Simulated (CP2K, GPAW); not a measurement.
A CP2K input for a self-consistent single point of CdF₂ (Fm-3m, 3 atoms in the cell) (DFT LDA (Pade form), GPW, DZVP-MOLOPT-SR-GTH basis, GTH-PADE potentials (GTH_POTENTIALS)):

```
&GLOBAL
  PROJECT cdf2
  RUN_TYPE ENERGY_FORCE
  PRINT_LEVEL LOW
&END GLOBAL
&FORCE_EVAL
  METHOD Quickstep
  STRESS_TENSOR ANALYTICAL
  &DFT
    BASIS_SET_FILE_NAME BASIS_MOLOPT
    POTENTIAL_FILE_NAME GTH_POTENTIALS
    &QS
      METHOD GPW
      EPS_DEFAULT 1E-10
    &END QS
    &MGRID
      CUTOFF 550
      REL_CUTOFF 50
      NGRIDS 5
    &END MGRID
    &SCF
      SCF_GUESS ATOMIC
      EPS_SCF 1E-6
      MAX_SCF 100
      ADDED_MOS 5
      &DIAGONALIZATION
        ALGORITHM STANDARD
      &END DIAGONALIZATION
      &MIXING
        METHOD BROYDEN_MIXING
        ALPHA 0.2
        NBUFFER 8
      &END MIXING
    &END SCF
    &KPOINTS
      SCHEME MONKHORST-PACK 7 7 7
    &END KPOINTS
    &XC
      &XC_FUNCTIONAL PADE
      &END XC_FUNCTIONAL
    &END XC
    &PRINT
      &MO
        EIGENVALUES T
        OCCUPATION_NUMBERS T
        NDIGITS 8
        FILENAME mo
        &EACH
          QS_SCF 0
        &END EACH
        ADD_LAST NUMERIC
      &END MO
      &MULLIKEN OFF
      &END MULLIKEN
    &END PRINT
  &END DFT
  &SUBSYS
    &CELL
      A 3.80689000 0.00000000 0.00000000
      B 1.90344500 3.29686400 0.00000000
      C 1.90344500 1.09895500 3.10831300
      PERIODIC XYZ
    &END CELL
    &COORD
      SCALED
      Cd       0.00000000     0.00000000     0.00000000
      F        0.25000000     0.25000000     0.25000000
      F        0.75000000     0.75000000     0.75000000
    &END COORD
    &KIND Cd
      BASIS_SET DZVP-MOLOPT-SR-GTH-q12
      POTENTIAL GTH-PADE-q12
    &END KIND
    &KIND F
      BASIS_SET DZVP-MOLOPT-SR-GTH-q7
      POTENTIAL GTH-PADE-q7
    &END KIND
  &END SUBSYS
  &PRINT
    &FORCES ON
    &END FORCES
    &STRESS_TENSOR ON
    &END STRESS_TENSOR
  &END PRINT
&END FORCE_EVAL
```

Problem. Write the same calculation as an input for GPAW.

Solution. This is the input that was run; spellings and numerical settings could be chosen otherwise.

```python
from ase import Atoms
from ase.units import GPa
from gpaw import GPAW, PW, FermiDirac

atoms = Atoms(['Cd', 'F', 'F'],
              cell=[[0.000000, 2.691878, 2.691878],
                    [2.691878, 0.000000, 2.691878],
                    [2.691878, 2.691878, 0.000000]],
              scaled_positions=[[0.000000, 0.000000, 0.000000],
                                [0.250000, 0.250000, 0.250000],
                                [0.750000, 0.750000, 0.750000]],
              pbc=True)

calc = GPAW(mode=PW(950),
            xc='LDA',
            kpts=(7, 7, 7),
            occupations=FermiDirac(0.0),
            nbands=-6,
            convergence={'forces': 0.001, 'bands': -4},
            symmetry={'symmorphic': False, 'tolerance': 0.0005},
            maxiter=150,
            txt='-')

atoms.calc = calc

energy = atoms.get_potential_energy()
print('Energy (eV):', round(energy, 6))
forces = atoms.get_forces()
print('Forces (eV/Ang):')
print(forces.round(5))
stress = atoms.get_stress()
print('Stress (GPa, Voigt):', (stress / GPa).round(4))
```

Basis settings and potentials, where a program has them, do not carry over. This input uses DFT LDA (Perdew-Wang 92), plane waves, GPAW PAW datasets LDA (gpaw-data 1.0.1). LDA parametrisations can differ slightly between programs. Both were run: gap on the mesh 2.789 eV in CP2K and 2.844 in GPAW.

On GPAW: the starting cell comes from a database of computed structures (which also holds hypothetical and non-ambient phases and stackings), without a prior relaxation at this level. Its lattice was rescaled by a random factor within 2.5 % of one.

On CP2K: the starting cell comes from a database of computed structures (which also holds hypothetical and non-ambient phases and stackings), without a prior relaxation at this level. Its lattice was rescaled by a random factor within 2.5 % of one. Values carry the incompleteness of an atom-centred basis.
